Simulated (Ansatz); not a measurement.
Abridged Ansatz (an electronic-structure program) output:

```
Relaxation: its limit of steps is 60 (relax.max_steps)
Pseudopotential: Ba, paw, valence charge 10
Pseudopotential: Ti, paw, valence charge 12
Pseudopotential: O, paw, valence charge 6
Crystal: 5 atoms, lattice volume = 62.704 Å³
Basis set: ecut = 500 eV, 1575 PW (Γ), exchange–correlation on 120×120×120 points (64 copies of the dense FFT grid, shifted against one another)
Bands: 25, of which v1, the nominal top of the filled ones, is band 20 counted from 1 (19 counted from 0)
Symmetry: 48 space group operations
k-points: 35 of 512
Functional: x = r2scan, c = r2scan; τ floored in thin density (d = 2e-4 eV/Å³)
SCF iter   1: F=—  HF=-10183.679492 eV  |F-HF|=—  |Δ(HF+E_count)|=         —  Δρ=2.18e-2  dr2=3.70e-1  dr2_τ=2.49e-1  ethr=1.77e-3  ⟨swp⟩=6.1  Hψ=4394  notcnv=0
SCF iter   2: F=—  HF=-10183.790840 eV  |F-HF|=—  |Δ(HF+E_count)|=   1.11e-1  Δρ=1.08e-2  dr2=4.21e-2  dr2_τ=1.93e-2  ethr=9.25e-4  ⟨swp⟩=3.5  Hψ=1982  notcnv=0  defer=32
SCF 1 converged in 7 iterations: F = -10183.784570 eV  dr2 = 2.52e-8
relax step   1: F+E_penalty+E_count = -10183.78456992 eV  Δ(F+E_penalty+E_count) = +0.000e0 eV  max|allowed force component| = 2.119e-29 eV/Å  Δτ_max = 0.0000 Å  P = +2.994 GPa  Ω = 62.704 Å³  (7 SCF iters, dr2 threshold 1.00e-7 eV, accepted)
[... steps on the carried basis left out ...]
relax step   5: F+E_penalty+E_count = -10183.74644270 eV  Δ(F+E_penalty+E_count) = +5.344e-4 eV  max|allowed force component| = 7.194e-29 eV/Å  Δτ_max = 0.0000 Å  P = +7.008 GPa  Ω = 61.474 Å³  stress off target by 8.49e-3 GPa  SCF on the basis re-selected at this cell (its energy is not comparable with the rows above)  (6 SCF iters)
SCF converged after 6 iterations
Free energy (F): -10183.746443 eV
Internal energy: -10183.746443 eV  (E = F + TS)
E sigma→0 (E₀):  -10183.746443 eV
Fermi energy:    11.749013 eV
--- Forces (eV/Å), atoms counted from 1 ---
  atom   1  Ba     0.00000000     0.00000000    -0.00000000
  atom   2  Ti    -0.00000000    -0.00000000    -0.00000000
  atom   3  O      0.00000000     0.00000000    -0.00000000
  atom   4  O     -0.00000000     0.00000000    -0.00000000
  atom   5  O      0.00000000     0.00000000    -0.00000000
--- Stress (GPa, compression-positive) ---
        7.008490      -0.000000      -0.000000
       -0.000000       7.008490       0.000000
       -0.000000      -0.000000       7.008490
  P = ⅓ Tr σ = 7.0085 GPa (70.085 kbar)
--- Relaxed structure (4 steps of the walk, 4 accepted, 1 SCFs on fresh bases) ---
  cell:  # Å, volume = 61.4744 Å³
    - [3.9466764345877157, 1.1435209044799213e-33, -6.419766481290785e-35]
    - [1.1435209044799213e-33, 3.9466764345877157, -4.012354050806741e-36]
    - [-5.7777898331617076e-34, -4.012354050806741e-36, 3.9466764345877157]
  atoms:
    - { symbol: Ba, position: [-8.079604745211166e-37, -7.972967273404814e-47, -7.574629448236761e-38] }
    - { symbol: Ti, position: [0.5000000000000001, 0.5000000000000001, 0.5000000000000001] }
    - { symbol: O, position: [-3.0298517801010643e-37, 0.5000000000000001, 0.5000000000000001] }
    - { symbol: O, position: [0.5000000000000001, 0.5000000000000001, -7.574629449706348e-38] }
    - { symbol: O, position: [0.5000000000000001, 2.524876483326474e-37, 0.5000000000000001] }
```

Question: What was computed, and what are the main results?

Answer: BaTiO3, 5 atoms in the cell, with r2SCAN (Ansatz, PAW, no spin-orbit coupling), from a series relaxed to a target (pressure 7 GPa). The last SCF converged to F = -10183.746443 eV, or -2036.7493 eV per atom, at a pressure of 7.01 GPa. The total energy compares only with runs of the same code, potentials and settings.

Load acts through the strain it causes; cell and atoms are relaxed under it. No phonon test of stability was made. Competing high-pressure phases were not computed. The final runs are not spin-polarised. The cell was made from BaTiO3 in the cubic perovskite structure (space group Pm-3m, No. 221) by this change: pressure 7 GPa. Many cubic perovskites are stable only at high temperature; tilts and polar distortions were not tested. This is not the structure that BaTiO3 has at room temperature and ambient pressure.

Keys are those of Ansatz 0.2.
